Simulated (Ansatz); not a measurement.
Ga2O3: pressure series

Base system: Ga2O3 in the corundum structure (space group R-3c, No. 167).

```xyz
10
Lattice="2.4923 1.4389 4.4805 -2.4923 1.4389 4.4805 0.0000 -2.8779 4.4805" Properties=species:S:1:pos:R:3 pbc="T T T"
Ga     0.0000     0.0000     4.7771
Ga     0.0000     0.0000     1.9437
Ga     0.0000     0.0000     8.6645
Ga     0.0000     0.0000    11.4979
O     -0.9789     1.4389     7.8410
O     -0.7567    -1.5672     7.8410
O      1.7356     0.1282     7.8410
O      0.9789    -1.4389     5.6007
O      0.7567     1.5672     5.6007
O     -1.7356    -0.1282     5.6007
```

Cell and atoms are relaxed at each pressure.

The values are results of r2SCAN, PAW, 500 eV (Ansatz, a program for electronic structure; no SOC), not measurements.

```tsv
variant	band gap	width of the top valence band	shortest interatomic distance	smallest direct gap
base	3.55 eV	0.46 eV	1.925 Å	3.81 eV
pressure −2 GPa	3.46 eV	0.45 eV	1.931 Å	3.70 eV
pressure −1 GPa	3.51 eV	0.45 eV	1.928 Å	3.76 eV
pressure 3 GPa	3.69 eV	0.46 eV	1.917 Å	3.96 eV
pressure 7 GPa	3.87 eV	0.47 eV	1.908 Å	4.14 eV
pressure 15 GPa	4.20 eV	0.48 eV	1.890 Å	4.49 eV
pressure 30 GPa	4.73 eV	0.50 eV	1.861 Å	5.03 eV
pressure 50 GPa	?	?	?	?
pressure 75 GPa	5.91 eV	0.56 eV	1.799 Å	6.17 eV
pressure 100 GPa	6.35 eV	0.60 eV	1.773 Å	6.59 eV
```

### Question
What belongs in the blanks?

### Answer

- pressure 50 GPa, band gap: 5.32 eV
- pressure 50 GPa, width of the top valence band: 0.53 eV
- pressure 50 GPa, shortest interatomic distance: 1.831 Å
- pressure 50 GPa, smallest direct gap: 5.61 eV

Load acts through the strain it causes; cell and atoms are relaxed under it. No phonon test of stability was made. No other phases were tried under pressure.
